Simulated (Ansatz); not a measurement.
Structure of amorphous In₂₄O₃₈Hf (periodic cell):

```
CELL_PARAMETERS angstrom
      9.82201    -0.09134     0.12615
     -0.09134     9.35970     0.12000
      0.12615     0.12000     9.67459
ATOMIC_POSITIONS crystal
  In 0.49847 0.83036 0.00025
  In 0.99882 0.94525 0.57676
  In 0.23165 0.64248 0.09255
  In 0.61500 0.09935 0.22193
  In 0.29849 0.84514 0.69639
  In 0.30659 0.96392 0.28326
  In 0.84953 0.77233 0.16697
  In 0.55256 0.56103 0.66856
  In 0.49606 0.16476 0.85884
  In 0.84579 0.65708 0.50698
  In 0.60971 0.50444 0.02810
  In 0.27895 0.42289 0.82683
  In 0.94491 0.08315 0.27928
  In 0.81236 0.98516 0.88397
  In 0.15487 0.02848 0.95552
  In 0.65369 0.38628 0.39231
  In 0.63748 0.98767 0.55544
  In 0.26333 0.14142 0.55621
  In 0.99104 0.47838 0.26054
  In 0.25070 0.50573 0.48052
  In 0.95098 0.32403 0.59896
  In 0.95380 0.62782 0.85631
  In 0.34512 0.30538 0.16571
  In 0.54155 0.71741 0.34319
  O  0.19677 0.33855 0.63162
  O  0.60493 0.97148 0.86212
  O  0.02747 0.15893 0.47543
  O  0.83058 0.52456 0.02334
  O  0.92624 0.28887 0.17870
  O  0.88892 0.87625 0.39038
  O  0.96871 0.13718 0.92104
  O  0.02329 0.50671 0.47595
  O  0.32353 0.62708 0.65794
  O  0.92989 0.40681 0.79060
  O  0.67502 0.26643 0.94625
  O  0.12980 0.02339 0.17246
  O  0.13186 0.53707 0.93240
  O  0.15014 0.00684 0.73473
  O  0.64185 0.74665 0.54942
  O  0.04313 0.68404 0.19359
  O  0.21582 0.45826 0.26592
  O  0.21788 0.91661 0.48997
  O  0.78588 0.57206 0.31504
  O  0.45254 0.04128 0.09923
  O  0.81582 0.03629 0.66659
  O  0.36215 0.75816 0.21781
  O  0.71330 0.16791 0.40492
  O  0.92993 0.82131 0.95830
  O  0.74343 0.44785 0.58005
  O  0.79131 0.00161 0.13665
  O  0.58396 0.65398 0.86246
  O  0.29201 0.83316 0.92631
  O  0.63167 0.71913 0.13927
  O  0.34374 0.17973 0.35091
  O  0.43792 0.04104 0.65966
  O  0.56890 0.33783 0.19871
  O  0.96152 0.73680 0.66529
  O  0.52732 0.93947 0.37100
  O  0.47726 0.51861 0.44287
  O  0.29252 0.21813 0.95148
  O  0.46864 0.36008 0.74324
  O  0.38923 0.48823 0.02719
  Hf 0.86707 0.31130 0.97255
```

Methods: PBE, scalar-relativistic without spin-orbit coupling (Ansatz, a quantum-chemistry and plane-wave program); r2SCAN, scalar-relativistic without spin-orbit coupling (Ansatz); HSE06, scalar-relativistic without spin-orbit coupling (Ansatz). Neutral PBE cell, which sets geometry, pressure and energy: sampling: a 2×2×2 Γ-centred mesh; Fermi-Dirac width 0.02 eV; no spin polarisation. Exact exchange is cut at the faces of this 9 Å cell, which leaves hybrid gaps a finite-size error.

A CHGNet melt-quench gave the starting glass, which DFT then relaxed. O atoms were pushed apart under 1.9 Å during the dynamics, to hinder bonds among them. The hot cell started wider than the set density and was brought back towards it in steps. It is the lowest in DFT energy of 2 quenches. It is a model cell: composition and starting density were chosen by hand, and all elements were melted together. No dispersion term was used. Its density started from a set value of 6.62 and ended at 6.62 g/cm³. The simulated quench (nominally 220 K/ps over its main leg) is rapid and tends to freeze in more defects than a deposited or slowly cooled glass has. One small periodic cell is one sample of the glass; other quenches scatter about these values. The volume was held where the preparation left it and the shape relaxed.

Task: Give the pressure and the spacing of the highest filled and lowest empty levels.

Result: 
Pressure on a 2×2×2 Γ-centred mesh: -0.59 GPa
Largest force and stress component on that mesh (the relaxation ran on the zone centre alone): 0.10 eV/Å and 0.7 GPa
Level gap on a 2×2×2 Γ-centred mesh (PBE): 0.59 eV
Level gap at the zone centre (PBE): 0.64 eV
Level gap at the zone centre (r2SCAN): 1.07 eV
Level gap at the zone centre (HSE06): 2.01 eV
Distance between the nearest levels spread over more than a fifth of the atoms or a third of the atoms of their main element (six at least) (PBE, zone centre): 0.74 eV

Task: At PBE and the zone centre, how localised are the states just below and above the Fermi level (participation number: the atoms over which a state spreads)?

Result: The highest filled state is spread over 4.6 atoms' worth, largest on O51, with weights by element (charge in smoothed Voronoi cells) O 0.95, In 0.05, Hf 0.00. The lowest empty state is spread over 59.3 atoms' worth, largest on In20, with weights by element (charge in smoothed Voronoi cells) O 0.57, In 0.42, Hf 0.01.

At PBE the levels at the filled edge of the gap are localised (band-tail or defect states).

Cut-offs for bonds: In-In 3.12 Å, In-O 2.62 Å, In-Hf 3.23 Å, O-O 1.58 Å, O-Hf 2.65 Å, Hf-Hf 3.34 Å. Two cations that share two anions don't count as bonded, nor two that share one unless they lie closer than In-In 3.04 Å, In-Hf 3.15 Å, Hf-Hf 3.25 Å.

Added carriers, by Ansatz with PBE, scalar-relativistic without spin-orbit coupling on the zone centre alone. Charged cells keep the cell fixed and stand in a uniform background, with no image correction, at a width of 0.01 eV; where the count is odd the moment is locked at 1 μB, unless the neutral cell bore moments. Each starts from the undistorted neutral geometry alone. PBE's self-interaction favours spread-out carriers, so it can miss traps that a hybrid finds.

Task: What happens at PBE when the cell takes an extra electron and the atoms relax?

Result: Relaxation lowers the charged cell by 0.01 eV. The largest moves are In5 0.01 Å, O33 0.01 Å, O25 0.01 Å, O31 0.01 Å. The level that holds the added charge spreads over 59.3 atoms' worth, most on O51 (weight 0.03): a carrier spread over the cell. No bond crosses its cut-off with a change of over 0.15 Å (metal-metal contacts aside). Made neutral again at that geometry, the cell lies +0.00 eV from the neutral start.

Task: What happens at PBE when the cell takes a hole and the atoms relax?

Result: Relaxation lowers the charged cell by 0.13 eV. The largest moves are O51 0.29 Å, In1 0.19 Å, O62 0.17 Å, In11 0.14 Å. The level that was emptied spreads over 3.1 atoms' worth, most on O51 (weight 0.50): a localised (trapped) carrier, which neighbours of that atom can share. Bonds formed: In23-O44. Made neutral again at that geometry, the cell lies +0.54 eV from the neutral start (a closed shell was imposed there, with levels 0.10 eV apart, so this is an upper bound).
